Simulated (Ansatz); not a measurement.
Structures of equal composition on the (111) surface of fcc Ir: a pseudomorphic layer of Os in the host's stacking; a pseudomorphic layer of Os in the other hollow. The slabs share one bottom face, and each structure is named by its start. These are constructed structures in small cells; real faces may alloy, dewet or reconstruct in larger ones, and not all known structures of the face are among them. Slabs of about 11 Å, Fermi-Dirac smearing of 0.1 eV. Bottom of the slabs: a bare face, its two planes held. Relaxed from the named starts with such symmetry as they have, on meshes of like density; energies extrapolated to zero smearing; spin only where a row says so; no spin-orbit coupling, no U. Brackets mark spin-polarised runs, whose order is one that fits the cell.

These are PBE (plane waves to 420 eV, PAW; Ansatz, a first-principles code) values and carry that method's errors.

Problem. Order them by energy per 1x1 cell (lowest first) at the level PBE.

Solution. a pseudomorphic layer of Os in the host's stacking (0.000 eV), a pseudomorphic layer of Os in the other hollow (0.060 eV)
